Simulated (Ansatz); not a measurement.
**Effect of uniaxial strain ε_zz = +3.75 % on NaOH**

Base system: NaOH (space group P2_1/m, No. 11; layered, stacked along the Cartesian z axis).

```yaml
crystal:
  lattice:
    - [3.40455, 0.00000, 0.00000]
    - [0.00000, 3.37085, 0.00000]
    - [-1.68728, 0.00000, 5.44201]
  atoms:
    - { symbol: Na, position: [0.66059, 0.25000, 0.81883] }
    - { symbol: Na, position: [0.33941, 0.75000, 0.18117] }
    - { symbol: H, position: [0.96159, 0.25000, 0.42060] }
    - { symbol: H, position: [0.03841, 0.75000, 0.57940] }
    - { symbol: O, position: [0.13150, 0.75000, 0.75840] }
    - { symbol: O, position: [0.86850, 0.25000, 0.24160] }
```

Cartesian axes are those of the cell as printed.

Now apply this change: the cell is stretched by 3.75 % along z with no lateral relaxation; the atoms relax in the strained cell.

Computed with PBEsol in Ansatz (plane waves to 420 eV, PAW, spin-orbit coupling left out). k-mesh 10×10×6 (Γ-centred); smearing 0.05 eV (Fermi–Dirac).

The volume per atom increases by 0.39 Å³ to 10.80 Å³ and the space group remains P2_1/m (No. 11). The shortest interatomic distance stays 0.974 Å and the energy goes up by 1.3 meV/atom. The pressure (mean of the normal stresses, compression positive) goes from zero to -0.51 GPa and the band gap decreases by 0.15 eV to 2.84 eV. The gap character remains direct at Γ and the width of the top valence band drops by 0.034 eV, from 1.04 eV to 1.00 eV. The electron mass amounts to 0.46 mₑ along x, 0.43 mₑ along y, 0.55 mₑ along z (at Γ) and the valence-band top at Γ (three highest levels, from the VBM) goes from 0.00, -0.23, -0.30 eV to 0.00, -0.21, -0.23 eV. The stress (xx, yy, zz, yz, xz, xy; compression positive) comes out as (-0.35, -0.23, -0.96, 0.00, -0.01, 0.00) GPa.

Effective masses come from finite differences of ±0.01 Å⁻¹. No phonon test of stability was made. No dispersion term is included in the PBEsol runs.

Ansatz is a first-principles code.
